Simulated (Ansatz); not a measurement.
**How far PBE and r2SCAN part for CdSe, pressure −2 GPa**

Base system: CdSe in the wurtzite structure (space group P6_3mc, No. 186; a = 4.3827 Å, c = 7.1545 Å).

(Cell as relaxed with PBE.)

Levels (all Ansatz, a program for electronic structure, PAW): PBE (420 eV, no spin-orbit coupling); r2SCAN (500 eV, no spin-orbit coupling).

Each level relaxes its own structure.

| base | PBE | r2SCAN |
|---|---|---|
| volume per atom | 29.75 Å³ | 28.86 Å³ |
| lattice parameter a | 4.383 Å | 4.340 Å |
| band gap | 0.54 eV | 1.11 eV |

Now apply this change: hydrostatic tension (pressure −2 GPa).

```tsv
quantity	PBE	r2SCAN
mean gap deformation potential ΔEg/Δln V	-2.2 eV	___
valence-band top at Γ (three highest levels, from the VBM)	0.00, 0.00, -0.04 eV	___
```

Question: What does r2SCAN give?

Answer: 
- mean gap deformation potential ΔEg/Δln V, r2SCAN: -2.4 eV
- valence-band top at Γ (three highest levels, from the VBM), r2SCAN: 0.00, 0.00, -0.04 eV

The two agree on the valence-band top at Γ. Neither level is exact; r2SCAN is the comparison here, not a measurement.

Load acts through the strain it causes; cell and atoms are relaxed under it. Whether these cells are dynamically stable was not tested.
